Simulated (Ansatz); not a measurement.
## Response to strain in Cu

Consider Cu in the fcc (Cu type) structure (space group Fm-3m, No. 225; a = 3.563 Å; relaxed with 0.1 eV smearing). Axes: x, y, z lie along the cube axes.

Strains are applied to the cell and any free atomic positions relax; under biaxial strain the out-of-plane vector relaxes too.

All numbers come from PBEsol/PAW in Ansatz (an electronic-structure program), no spin-orbit coupling, earlier PAW set.

Candidates:
(a) isotropic strain +1.32 %
(b) biaxial strain +1.47 %, plane normal [001], relaxed out of plane
(c) tensor shear ε_xz = −2.47 %
(d) biaxial strain +0.81 %, plane normal [111], relaxed out of plane

Notes on the quantities. energy relative to the base: free energy F.

**Question.** Order them by energy relative to the base, highest first.

**Answer.** (a) isotropic strain +1.32 % (+8.8 meV/atom), (c) tensor shear ε_xz = −2.47 % (+8.2 meV/atom), (b) biaxial strain +1.47 %, plane normal [001], relaxed out of plane (+2.1 meV/atom), (d) biaxial strain +0.81 %, plane normal [111], relaxed out of plane (+1.5 meV/atom)

No phonon test of stability was made. The final runs are not spin-polarised.
